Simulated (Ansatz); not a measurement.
Consider KTaO3 in the cubic perovskite structure (space group Pm-3m, No. 221; a = 4.023 Å).

Perturbation: cell and atoms relaxed at a pressure of 30 GPa.

Levels (all Ansatz, a program for electronic structure, PAW, earlier PAW set): PBE (420 eV, no SOC); r2SCAN (500 eV, without spin-orbit coupling); HSE06 (420 eV, without spin-orbit coupling); PBE+SOC (420 eV, noncollinear with spin-orbit coupling).

One geometry, relaxed with PBE, under each level:

Notes on the quantities. electron mass: degenerate bands, along [100]; hole mass: degenerate bands, along [100].

```json
[
 {"level": "PBE", "band gap": "2.44 eV", "lowest conduction level above the VBM at special points": "Γ 2.44 eV; X 2.65 eV; M 5.77 eV; R 7.43 eV", "electron mass": "–", "hole mass": "–", "pressure": "30.00 GPa"},
 {"level": "r2SCAN", "band gap": "2.88 eV", "lowest conduction level above the VBM at special points": "Γ 2.88 eV; X 3.08 eV; M 6.21 eV; R 7.90 eV", "electron mass": "–", "hole mass": "–", "pressure": "24.88 GPa"},
 {"level": "HSE06", "band gap": "?", "lowest conduction level above the VBM at special points": "?", "electron mass": "–", "hole mass": "–", "pressure": "–"},
 {"level": "PBE+SOC", "band gap": "2.31 eV", "lowest conduction level above the VBM at special points": "Γ 2.31 eV; X 2.64 eV; M 5.63 eV; R 7.27 eV", "electron mass": "0.25, 0.69 mₑ (at Γ)", "hole mass": "0.95, 2.5 mₑ (at R)", "pressure": "29.75 GPa"}
]
```

Task: Give the withheld HSE06 results.

Result: 
- HSE06, band gap: 3.85 eV
- HSE06, lowest conduction level above the VBM at special points: Γ 3.85 eV; X 4.07 eV; M 7.43 eV

Single points use the geometry relaxed with PBE. Their cutoffs differ, which shifts pressures a little. The hybrid gap comes from the SCF mesh plus the semilocal run's edge points and a few special points and is an upper bound. The spin-orbit shifts are approximate. Spin-orbit coupling, missing from the scalar runs, can matter with Ta. Load acts through the strain it causes; cell and atoms are relaxed under it. Effective masses come from finite differences of ±0.01 Å⁻¹. Stability against distortions was not tested. Competing high-pressure phases were not computed.
